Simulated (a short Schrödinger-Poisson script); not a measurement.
Stack: gated Al0.3Ga0.7N/GaN polarisation-induced gas, at 77 K.

```tsv
layer	material	thickness (nm)	Na (cm⁻³)
1	Al0.3Ga0.7N	15	-
2	GaN	6000	1e15
```

The device is made up for the run: typed textbook-type constants, with dimensions and the other settings drawn at random. Al0.3Ga0.7N: permittivity 9.32, conduction-band edge (eV) 0.414, gap (eV) 4.021, electron mass (mₑ) 0.236, Nv at 300 K (cm⁻³) 4.6e19. GaN: permittivity 9.5, conduction-band edge (eV) 0, gap (eV) 3.43, Nv at 300 K (cm⁻³) 4.6e19.

Channel valleys (confinement mass, in-plane density-of-states mass, number): Γ 0.2, 0.2, 1. At the gate the conduction-band edge of layer 1 lies 1.23 eV − eVg above the Fermi level of the channel; the field vanishes at the back. Sheet of polarisation charge: +1.5e13 e/cm² at 15 nm from the gate. The barrier under the gate holds no holes. Gaps are held at their typed values at every temperature. Mesh 0.08 nm at interfaces.

From a short Schrödinger-Poisson script (our own, NumPy): 1D Poisson equation in equilibrium, electrons quantum, Hartree (BenDaniel-Duke, 40 states a valley, the channel's in-plane mass for all, wave functions free to enter the barrier), parabolic valleys, classical holes, full ionisation, no traps, pinning or gate leakage.

The same stack at other levels of the model or other numerical settings:

| run | sheet density of all electrons at Vg = 0.5 V (cm⁻²) | sheet density of all electrons at Vg = -2 V (cm⁻²) | capacitance at Vg = 0.5 V (μF/cm²) | centroid of the channel electrons at Vg = 0.5 V (nm) | rough cost against the base |
|---|---|---|---|---|---|
| base | 1.24e13 | 4.40e12 | 0.524 | 1.73 | about 1 |
| electrons treated as classical, Boltzmann | 1.35e13 | 4.96e12 | 0.546 | 0.24 | 0.02 |
| electrons treated as classical, Fermi-Dirac | 1.24e13 | 4.53e12 | 0.508 | 1.50 | 0.1 |
| electrons treated as quantum, Hartree plus LDA exchange-correlation | 1.26e13 | 4.51e12 | 0.526 | 1.57 | 2 |
| mesh six times as coarse | 1.24e13 | 4.40e12 | 0.525 | 1.66 | 0.3 |
| one subband a valley | 1.24e13 | 4.40e12 | 0.521 | 1.43 | 0.5 |

The classical rows ignore confinement, and Boltzmann statistics overrate the density once the band edge passes the Fermi level.
